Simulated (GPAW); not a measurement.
Troubleshooting GPAW: a failed run on VMo (Cmmm, 2 atoms in the cell). The aim is a self-consistent single point with DFT PBEsol, plane waves, GPAW PAW datasets PBEsol (made by gpaw-setup).

Cell that was meant: a = 2.7036 Å, b = 2.7036 Å, c = 4.2290 Å, α = 90.00°, β = 90.00°, γ = 110.69°.

Part of the input:

```python
            occupations={'name': 'methfessel-paxton', 'width': 0.2, 'order': 1},
            nbands=-6,
            symmetry={'symmorphic': False, 'tolerance': 0.0005},
            maxiter=8)

atoms.calc = calc
```

The program printed (abridged):

```
     iter     time        total  log10-change:
                         energy   eigst   dens
iter:   1 --:--:--   -23.545882
iter:   2 --:--:--   -22.738233   -0.25  -1.18
iter:   3 --:--:--   -22.119810   -0.68  -1.26
iter:   4 --:--:--   -21.462862   -0.81  -1.37
iter:   5 --:--:--   -21.496724   -0.90  -1.69
iter:   6 --:--:--   -21.458982   -1.65  -1.93
iter:   7 --:--:--   -21.431357   -2.31  -2.01
iter:   8 --:--:--   -21.425322   -3.19  -2.40

Did not converge!

Here are some tips:

1) Make sure the geometry and spin-state is physically sound.
2) Use less aggressive density mixing.
3) Solve the eigenvalue problem more accurately at each scf-step.
4) Use a smoother distribution function for the occupation numbers.
5) Try adding more empty states.
6) Use enough k-points.
7) Don't let your structure optimization algorithm take too large steps.
8) Solve the Poisson equation more accurately.
9) Better initial guess for the wave functions.

See details here:

    https://gpaw.readthedocs.io/documentation/convergence.html
Traceback (most recent call last):
   [... frames left out ...]
gpaw.KohnShamConvergenceError: Did not converge!  See text output for help.
```

**Question.** Diagnose the run.

**Answer.** The fault is an iteration limit that is too low. The loop is cut before its threshold is met, so whatever is printed at the end is not self-consistent. To fix it, raise the limit, or leave it to the default. The run ended unconverged after 8 iterations.

An input that runs soundly differs in these lines (not the only fix; some lines may just follow from the change or write a value another way):
```diff
-            maxiter=8)
+            maxiter=150)
```

With that input, the run converged in 24 iterations: free energy E − TS (from the program's reference atoms) -21.4214 eV; Fermi level (on the code's own zero) 11.38 eV; pressure -5.02 GPa (DFT PBEsol, plane waves, GPAW PAW datasets PBEsol (made by gpaw-setup)).

On the sound input: the starting cell comes from a database of computed structures (which also holds hypothetical and non-ambient phases and stackings), without a prior relaxation at this level. Spin polarisation is off. With a pressure of about -5 GPa the cell is away from its equilibrium volume at this level.
